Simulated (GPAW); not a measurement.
Worked example: self-consistent single point of YCoC₂ (P1, 4 atoms in the cell) in GPAW.

Method: LDA (Perdew-Wang 92), GPAW PAW datasets LDA (gpaw-data 1.0.1) (plane waves; GPAW).

The change in words: lattice scaled by 0.98. Reference geometry:
```
CELL_PARAMETERS angstrom
      3.57476     0.00000     0.00000
      0.00000     2.23885     2.98196
      0.00000    -2.23885     2.98196
ATOMIC_POSITIONS crystal
  Y  0.00729 0.99534 0.99574
  Co 0.49476 0.61852 0.60551
  C  0.49864 0.44946 0.15570
  C  0.49931 0.15667 0.46304
```

Reference input (self-consistent single point, DFT LDA (Perdew-Wang 92), plane waves, GPAW PAW datasets LDA (gpaw-data 1.0.1)): mode = pw; ecut = 950 eV; xc = LDA; kpts = 6 6 6; mesh shift (steps) = 0 0 0; occupations.name = fermi-dirac; occupations.width = 0.136 eV; nbands = -8; convergence.density = 1e-05 e/electron; convergence.energy = 1e-05 eV/electron; symmetry.symmorphic = false; symmetry.tolerance = 0.0005. This run's input differs from it in these lines:

```diff
@@ -5,9 +5,9 @@
 atoms = Atoms(['Y', 'Co', 'C', 'C'],
-              cell=[[3.574760, 0.000000, 0.000000],
-                    [0.000000, 2.238850, 2.981955],
-                    [0.000000, -2.238850, 2.981955]],
-              positions=[[0.026046, -0.000907, 5.937320],
-                         [1.768641, 0.029143, 3.649999],
-                         [1.782529, 0.657687, 1.804533],
-                         [1.784924, -0.685923, 1.847968]],
+              cell=[[3.503265, 0.000000, 0.000000],
+                    [0.000000, 2.194073, 2.922316],
+                    [0.000000, -2.194073, 2.922316]],
+              positions=[[0.025525, -0.000889, 5.818574],
+                         [1.733268, 0.028560, 3.577000],
+                         [1.746879, 0.644533, 1.768442],
+                         [1.749226, -0.672205, 1.811009]],
               pbc=True)
```

Output, abridged:

```
     iter     time        total  log10-change:
                         energy   eigst   dens
iter:   1 --:--:--   -39.294458
iter:   2 --:--:--   -38.702191   -0.50  -1.03
iter:   3 --:--:--   -36.961290   -0.66  -1.08
iter:   4 --:--:--   -36.796543   -1.85  -1.42
iter:   5 --:--:--   -36.806130   -3.03  -1.49
   [... 3 lines left out ...]
iter:   9 --:--:--   -36.725691   -3.22  -2.10
iter:  10 --:--:--   -36.720030   -2.87  -2.36
iter:  11 --:--:--   -36.719889   -3.98  -2.97
iter:  12 --:--:--   -36.719695   -4.74  -3.00
iter:  13 --:--:--   -36.719738c  -4.64  -3.06
iter:  14 --:--:--   -36.719510c  -4.55  -3.15
iter:  15 --:--:--   -36.719511c  -5.52  -3.76
iter:  16 --:--:--   -36.719507c  -5.87  -3.82
iter:  17 --:--:--   -36.719505c  -5.75  -3.95
iter:  18 --:--:--   -36.719503c  -6.20  -3.94
iter:  19 --:--:--   -36.719505c  -6.58  -4.15
iter:  20 --:--:--   -36.719509c  -6.92  -4.17
iter:  21 --:--:--   -36.719511c  -6.92  -4.29
iter:  22 --:--:--   -36.719509c  -7.75c -4.47
iter:  23 --:--:--   -36.719505c  -7.84c -4.53
iter:  24 --:--:--   -36.719507c  -7.48c -4.66
iter:  25 --:--:--   -36.719507c  -8.32c -4.76
iter:  26 --:--:--   -36.719507c  -9.21c -5.19c
Converged after 26 iterations.

Dipole moment: (-0.555988, 0.053993, -2.398029) |e|*Ang

Energy contributions relative to reference atoms: (reference = -131863.758203)

Kinetic:        +41.722977
Potential:      -36.417184
External:        +0.000000
XC:             -41.727193
Entropy (-ST):   -0.093242
Local:           -0.251486
SIC:             +0.000000
--------------------------
Free energy:    -36.766127
Extrapolated:   -36.719507

Showing only first 2 kpts
 Kpt  Band  Eigenvalues  Occupancy
  0    12      8.82761    1.99992
  0    13      9.97968    1.67080
  0    14     11.31184    0.00057
  0    15     12.03275    0.00000

  1    12      8.77522    1.99994
  1    13      9.74739    1.93105
  1    14     11.26106    0.00082
  1    15     12.41705    0.00000

Fermi level: 10.20060

No gap
No difference between direct/indirect transitions
Energy (eV): -36.719507

Forces in eV/Ang:
  0 Y    -0.26451   -0.03407    0.13183
  1 Co    0.20267   -0.74360    0.87777
  2 C     0.04349    2.89849   -0.27082
  3 C     0.01845   -2.12110   -0.73900

Stress tensor:
    -0.002405    -0.000196     0.000508
    -0.000196    -0.087120    -0.006391
     0.000508    -0.006391    -0.036053
Stress (GPa, Voigt): [ -0.3854 -13.9581  -5.7763  -1.024    0.0814  -0.0314]
```

The run converged in 26 iterations. GPAW prints stress with tension positive. Against the reference run the free energy hardly moves (within 1 meV/atom) and the largest force goes from 1.744 to 2.911 eV/Å.

At such cutoffs GPAW's stress carries a finite-basis (Pulay) error, which enters relaxed cells too; its log prints stress with tension positive.

The starting cell comes from a database of computed structures (which also holds hypothetical and non-ambient phases and stackings), without a prior relaxation at this level. Its atoms were displaced at random from the sites of space group no. 38. For this run, on top of that: lattice scaled by 0.98. Spin polarisation is off. Forces in this geometry exceed 1 eV/Å.

Cost on one core of a shared machine: roughly 5 min.
